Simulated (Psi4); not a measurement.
Psi4 1.11, HF/def2-svp: Hf(F)4 ([F][Hf]([F])([F])[F]), 5 atoms. The geometry is a generated start, not checked to be a minimum at this level.

```
Quantity                                              Value
--------------------------  -------------------------------
task                                                 energy
method                                                  scf
basis                                              def2-svp
memory                                                 3 GB
maxiter                                                 100
keys of the molecule block                      symmetry c1
scf_type                                       df (default)
e_convergence                               1e-06 (default)
d_convergence                               1e-06 (default)
effective core potentials   those of the basis set, past Kr
basis functions                                          88
```

```xyz
5

Hf     0.0003     0.0004     0.0006
F      1.1943     0.8564    -1.0759
F      0.8873    -1.1467     1.1011
F     -1.1783    -0.9346    -1.0252
F     -0.9036     1.2245     0.9994
```

Charge 0 and multiplicity 1 are set for this test and not shown to be the ground state.

With the defaults (damping_percentage = 0, soscf = false, soscf_start_convergence = 0.01, diis_max_vecs = 10, guess = auto, which took SAD, level_shift = 0, level_shift_cutoff = 0.01, diis = true, scf_initial_accelerator = adiis) it converges in 8 SCF iterations. One run each on 2 threads, with these changes:
- soscf = true, soscf_start_convergence = 0.001
- guess = gwh
- level_shift = 0.1, level_shift_cutoff = 0.001
- diis_max_vecs = 3
- damping_percentage = 60, diis = false, scf_initial_accelerator = none
- guess = sadno
- damping_percentage = 60
- guess = sap
- diis_max_vecs = 20

Task: Which of these changes keep the SCF from converging, or lead it to another solution?

Result: No convergence: damping_percentage = 60 (the run ends without SCF convergence in 100 iterations). The rest reach the solution of the defaults.

```
setting                                                                SCF iterations  JK calls             end
---------------------------------------------------------------------  --------------  --------  --------------
soscf = true, soscf_start_convergence = 0.001                                       6        17   same solution
the defaults                                                                        8         9   same solution
diis_max_vecs = 3                                                                   8         9   same solution
diis_max_vecs = 20                                                                  8         9   same solution
guess = sadno                                                                       8         8   same solution
level_shift = 0.1, level_shift_cutoff = 0.001                                       8         9   same solution
guess = sap                                                                         9         9   same solution
guess = gwh                                                                        10        10   same solution
damping_percentage = 60, diis = false, scf_initial_accelerator = none              45        46   same solution
damping_percentage = 60                                                           100       101  no convergence
```

An SOSCF iteration holds several JK calls; a Hückel guess adds calls on atoms.
